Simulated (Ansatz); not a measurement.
A computed series for Ta2N: pressure series

Start from Ta2N in the anti-CdI2 type structure (space group P-3m1, No. 164; a = 3.067 Å, c = 4.884 Å).

Cell and atoms are relaxed at each pressure.

Calculations: r2SCAN+rVV10, PAW, 500 eV (Ansatz, a quantum-chemistry and plane-wave program; without spin-orbit coupling).

```
pressure (GPa)  volume per atom (Å³/atom)
--------------  -------------------------
-2                                 13.352
-1                                 13.306
0                                  13.261
3                                  13.130
7                                  12.966
15                                 12.667
30                                      ?
50                                 11.666
75                                 11.138
```

Fit the third-order Birch–Murnaghan form P(V) = (3B₀/2)[(V₀/V)^(7/3) − (V₀/V)^(5/3)]·[1 + (3/4)(B₀′ − 4)((V₀/V)^(2/3) − 1)] (squares taken in P) to the rows shown and predict the withheld row.

Least squares on the printed values gives V₀ = 13.261 Å³/atom, B₀ = 298 GPa, B₀′ = 4.2; this predicts 12.188 Å³/atom, and the run gives 12.188 Å³/atom, in agreement.

Load acts through the strain it causes; cell and atoms are relaxed under it. Whether these cells are dynamically stable was not tested. Competing high-pressure phases were not computed. All final runs are without spin polarisation. An odd electron count without spin: Ta2N.
